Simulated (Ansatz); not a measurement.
## BAs in the rock salt structure (space group Fm-3m, No. 225; a hypothetical phase, not in the database extracts checked)

BAs has the cubic space group Fm-3m (No. 225), the rock salt structure, Pearson symbol cF8. Cell: a = 4.614 Å, b = 4.614 Å, c = 4.614 Å, α = 90.00°, β = 90.00°, γ = 90.00°. As on 4a is surrounded by 6 B at 2.307 Å (octahedral). B on 4b is surrounded by 6 As at 2.307 Å (octahedral). (Neighbours: up to the widest gap in distance over summed covalent radii, below 1.35, at either atom.)
(The calculation used a cell of 2 atoms; values per cell refer to that cell.)

Calculations: PBE/PAW in Ansatz (an electronic-structure program), spin-orbit coupling left out. Settings: 17×17×17 k-points, 0.05 eV Fermi–Dirac smearing.

```yaml
volume_per_atom: 12.28 Å³
density: 5.80 g/cm³
band_gap: zero
total_energy: -2505.153 eV/atom (σ→0; compares only within this code and set-up)
```

Stability against distortions was not tested. All final runs are without spin polarisation.
